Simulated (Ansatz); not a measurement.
Take Ru$_{2}$Si (space group Pnma, No. 62; a = 5.266 Å, b = 4.006 Å, c = 7.396 Å; a cell from a computed database, its experimental status unchecked) as the base.

Method: r2SCAN in Ansatz (plane waves to 500 eV, PAW, without spin-orbit coupling), earlier PAW set.

For the base:

```
Quantity    Value
--------  -------
Pressure  0.0 GPa
Band gap     zero
```

Modification: every lattice vector is shortened by 5.54 %; the atoms relax in the strained cell.

### Question
Estimate the effect on the pressure.

### Answer
The pressure (mean of the normal stresses, compression positive) goes from zero to 71.9 GPa.

### Question
Predict the new band gap.

### Answer
The band gap remains zero.

### Question
How does this affect the energy relative to the base?

### Answer
The energy increases by 0.391 eV/atom.

### Question
Estimate the effect on the largest internal atomic displacement.

### Answer
The largest internal atomic displacement amounts to 0.042 Å.

No phonon test of stability was made. All final runs are without spin polarisation.

Ansatz is a program for electronic structure.
